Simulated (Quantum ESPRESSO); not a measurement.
Short convergence ladders for NaTl (R3m, 4 atoms in the cell)

```
NaTl
1.0
    0.00000     3.75057     3.75057
    3.75057     0.00000     3.75057
    3.75057     3.75057     0.00000
Na Tl
2 2
Direct
  0.50385   0.50385   0.50385
  0.75000   0.75000   0.75000
  0.00000   0.00000   0.00000
  0.25000   0.25000   0.25000
```

Base method: LDA (PZ), GBRV 1.5 ultrasoft (LDA) pseudopotentials (plane waves; Quantum ESPRESSO).

Base settings: ecutwfc = 40 Ry; ecutrho = 200 Ry; occupations = smearing; smearing = gauss; degauss = 0.0073499 Ry; potentials = {Na: na_lda_v1.5.uspp.F.UPF, Tl: tl_lda_v1.2.uspp.F.UPF}; K_POINTS = automatic 3 3 3 0 0 0; conv_thr = 1e-11 Ry.

The count of work is k-points × plane waves × bands × iterations; it is no time. 

**The cutoff for other potential files**

Level: DFT, LDA (PW92), plane waves, PseudoDojo standard norm-conserving (LDA) pseudopotentials.

In this ladder: ecutrho = default; pseudopotentials = {Na: Na.upf, Tl: Tl.upf}.

The second cell is the first with its lattice scaled by 0.98.

The mesh stays at the base's, so the ladder's end is converged at best in this setting alone.

Only quantities that move along the ladder and can be compared are tabulated.

```csv
ecutwfc,free energy less the last step's (meV/atom),energy of the compressed cell less the first (meV/atom),pressure (GPa),largest difference of a force vector from the last step's (eV/Å),count of work / last
40 Ry,5621.58,47.23,-127.29,0.008,0.13
50 Ry,1251.81,-16.69,-42.31,0.001,0.16
63 Ry,99.90,0.63,-6.04,0.000,0.21
76 Ry,2.74,3.87,-0.49,0.000,0.27
90 Ry,0.53,3.84,-0.24,0.000,0.35
108 Ry,0.35,3.84,-0.24,0.000,0.46
135 Ry,0.11,3.84,-0.24,0.000,0.65
180 Ry,0.00,3.84,-0.24,0.000,1.0
```

Coarsest ecutwfc that holds the energy of the compressed cell less the first within 0.5 meV/atom of the last step, with all finer ones: 76 Ry, at 0.27 of the last step's count of work; the step before is off by 3.2 meV/atom.

Coarsest ecutwfc that holds the pressure within 0.5 GPa of the last step, with all finer ones: 76 Ry, at 0.27 of the last step's count of work; the step before is off by 5.8 GPa.

Coarsest ecutwfc that holds the free energy within 5 meV/atom of the last step, with all finer ones: 76 Ry, at 0.27 of the last step's count of work; the step before is off by 100 meV/atom.

The energy difference between the two cells stays within 1 meV/atom of the last step's from 76 Ry on, the total only from 90 Ry on: much of the error is common to both cells and cancels.

At the lowest cutoff the pressure lies 127 GPa under the last step's, the usual sign of Pulay stress in an incomplete plane-wave basis.

**The density cutoff**

The mesh stays at the base's, so the ladder's end is converged at best in this setting alone.

Only quantities that move along the ladder and can be compared are tabulated.

```csv
ecutrho,free energy less the last step's (meV/atom),pressure (GPa)
80 Ry,-18.54,-0.89
120 Ry,1.79,-1.14
160 Ry,0.26,-1.10
200 Ry,0.10,-1.10
240 Ry,0.11,-1.10
320 Ry,0.07,-1.10
400 Ry,0.03,-1.10
480 Ry,0.00,-1.10
640 Ry,0.00,-1.10
```

Coarsest ecutrho that holds the free energy within 2 meV/atom of the last step, with all finer ones: 120 Ry; the step before is off by 19 meV/atom.

Coarsest ecutrho that holds the pressure within 0.05 GPa of the last step, with all finer ones: 120 Ry; the step before is off by 0.21 GPa.

On the base run: the starting cell comes from a database of computed structures (which also holds hypothetical and non-ambient phases and stackings), without a prior relaxation at this level. Its lattice was rescaled by up to half a per cent. One atom was moved a little off its site on purpose. Without a gap this mesh is coarse (it stands for a supercell whose shortest vector is 16 Å).
